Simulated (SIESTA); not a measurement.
Worked example: self-consistent single point of Rb (Im-3m, 1 atom in the cell) in SIESTA.

Method: GGA PBE, numerical atomic orbitals DZP, PseudoDojo PBE standard norm-conserving potentials (rewritten from UPF to PSML) in SIESTA.

```yaml
crystal:
  lattice:
    - [-2.82500, 2.82500, 2.82500]
    - [2.82500, -2.82500, 2.82500]
    - [2.82500, 2.82500, -2.82500]
  atoms:
    - { symbol: Rb, position: [0.00000, 0.00000, 0.00000] }
```

Reference input (self-consistent single point, DFT, GGA PBE, numerical atomic orbitals DZP, PseudoDojo PBE standard norm-conserving potentials (rewritten from UPF to PSML)): XC.functional = GGA; XC.authors = PBE; potentials = PseudoDojo PBE standard; PAO.BasisSize = DZP; PAO.EnergyShift = 0.005 Ry; MeshCutoff = 300 Ry; kgrid.MonkhorstPack = 11 11 11; OccupationFunction = FD; ElectronicTemperature = 580.23 K; MaxSCFIterations = 150; SCF.Mixer.Method = Pulay; SCF.Mixer.Weight = 0.2. This run's input differs from it in these lines:

```diff
@@ -26,5 +26,5 @@
 %block kgrid.MonkhorstPack
-   11   0   0  0.0
-    0  11   0  0.0
-    0   0  11  0.0
+    4   0   0  0.0
+    0   4   0  0.0
+    0   0   4  0.0
 %endblock kgrid.MonkhorstPack
```

Output (repeated stretches shortened):

```
        iscf     Eharris(eV)        E_KS(eV)     FreeEng(eV)     dDmax    Ef(eV) dHmax(eV)
   scf:    1     -734.109583     -734.328804     -734.354678  0.488978 -2.562816  1.368848
   scf:    2     -734.350653     -734.339902     -734.365775  0.020264 -2.586927  1.020924
   scf:    3     -734.364005     -734.353277     -734.379150  0.056728 -2.657573  0.011550
   scf:    4     -734.353218     -734.353252     -734.379124  0.003443 -2.667612  0.048785
   scf:    5     -734.353305     -734.353281     -734.379153  0.002593 -2.664676  0.001086
   scf:    6     -734.353281     -734.353281     -734.379153  0.000065 -2.664601  0.000146
SCF Convergence by DM+H criterion
max |DM_out - DM_in|         :     0.0000648867
max |H_out - H_in|      (eV) :     0.0001457586
SCF cycle converged after 6 iterations

Using DM_out to compute the final energy and forces

siesta: E_KS(eV) =             -734.3533

siesta: E_KS - E_eggbox =      -734.3533

siesta: Atomic forces (eV/Ang):
     1   -0.000000   -0.000000   -0.000000
   Tot   -0.000000   -0.000000   -0.000000
   Max    0.000000
   Res    0.000000    sqrt( Sum f_i^2 / 3N )
   Max    0.000000    constrained

Stress tensor Voigt[x,y,z,yz,xz,xy] (kbar):       -2.90       -2.90       -2.90        0.00        0.00        0.00
(Free)E + p*V (eV/cell)     -734.2157
Target enthalpy (eV/cell)     -734.3792

siesta: Program's energy decomposition (eV):
siesta: FreeEng =      -734.379153

siesta: Stress tensor (static) (eV/Ang**3):
siesta:    -0.001813    0.000001    0.000001
siesta:     0.000001   -0.001813    0.000001
siesta:     0.000001    0.000001   -0.001813

siesta: Cell volume =         90.181063 Ang**3

siesta: Pressure (static):
siesta:                Solid            Molecule  Units
siesta:           0.00001974          0.00001974  Ry/Bohr**3
siesta:           0.00181273          0.00181273  eV/Ang**3
siesta:           2.90431130          2.90431130  kBar
```

The run converged in 6 iterations. Against the reference run the free energy goes up by 54.8 meV/atom and the pressure moves little (0.23 to 0.29 GPa).

The starting cell has typed, rounded lattice constants, without a prior relaxation at this level. Values carry the incompleteness of an atom-centred basis.
